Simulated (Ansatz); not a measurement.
# Carrier properties of Si (Fd-3m)

Given:

```
Si
1.0
    0.00000     2.71683     2.71683
    2.71683     0.00000     2.71683
    2.71683     2.71683     0.00000
Si
2
Direct
  0.00000   0.00000   0.00000
  0.25000   0.25000   0.25000
```

Method: r2SCAN with spin-orbit coupling, rigid bands (plane waves, PAW; Ansatz, a program for electronic structure). Geometry: cell and atoms relaxed with PBEsol.

* **band gap**: 0.75 eV
* **electron conductivity mass (300 K, dilute)**: 0.28 mₑ
* **hole conductivity mass (300 K, dilute)**: 0.35 mₑ
* **effective density of states N_c (300 K)**: 3.0e19 cm⁻³
* **effective density of states N_v (300 K)**: 2.0e19 cm⁻³
* **density-of-states mass, electrons**: 1.11 mₑ
* **density-of-states mass, holes**: 0.86 mₑ
* **Seebeck coefficient, n-type 1e19 cm⁻³, 300 K**: -308 μV/K
* **best n-type power factor at 300 K for τ = 10 fs (best axis; densities from 1e16 to 1e21 cm⁻³ tried, whether or not they can be reached)**: 16.7 μW/(cm·K²) at 1e20 cm⁻³
* **Seebeck coefficient, p-type 1e19 cm⁻³, 300 K**: 311 μV/K
* **best p-type power factor at 300 K for τ = 10 fs (best axis; densities from 1e16 to 1e21 cm⁻³ tried, whether or not they can be reached)**: 15.5 μW/(cm·K²) at 1e20 cm⁻³

Rigid bands; masses and Seebeck coefficients take one relaxation time τ for all states and one kind of carrier; polarons and phonon drag are left out. Geometry: cell and atoms relaxed with PBEsol.
